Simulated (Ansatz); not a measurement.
## HgS: response to strain

Base system: HgS in the zinc blende structure (space group F-43m, No. 216).

```cif
data_Hg4S4
_chemical_formula_sum 'Hg4 S4'
_space_group_name_H-M_alt 'F-43m'
_space_group_IT_number 216
_space_group_name_Hall 'F -4 2 3'
_cell_length_a 5.81195
_cell_length_b 5.81195
_cell_length_c 5.81195
_cell_angle_alpha 90.000
_cell_angle_beta 90.000
_cell_angle_gamma 90.000
loop_
_atom_site_label
_atom_site_type_symbol
_atom_site_symmetry_multiplicity
_atom_site_Wyckoff_symbol
_atom_site_fract_x
_atom_site_fract_y
_atom_site_fract_z
_atom_site_occupancy
Hg1 Hg 4 a 0.00000 0.00000 0.00000 1
S1 S 4 d 0.75000 0.75000 0.75000 1
```
(The calculation used a cell of 2 atoms; values per cell refer to that cell.)

Strains are applied to the cell and any free atomic positions relax.

Computed with LDA (Ansatz, a quantum-chemistry and plane-wave program), no spin-orbit coupling.

Candidates:
(a) isotropic strain +2.00 %
(b) isotropic strain −1.50 %
(c) isotropic strain +0.50 %

Notes on the quantities. energy relative to the base: free energy F.

Problem. Order them by energy relative to the base, highest first.

Solution. (a) isotropic strain +2.00 % (+17 meV/atom), (b) isotropic strain −1.50 % (+11 meV/atom), (c) isotropic strain +0.50 % (+1.1 meV/atom)

The mesh was chosen for an insulator and is coarse for the gapless case. Stability against distortions was not tested. All final runs are without spin polarisation.
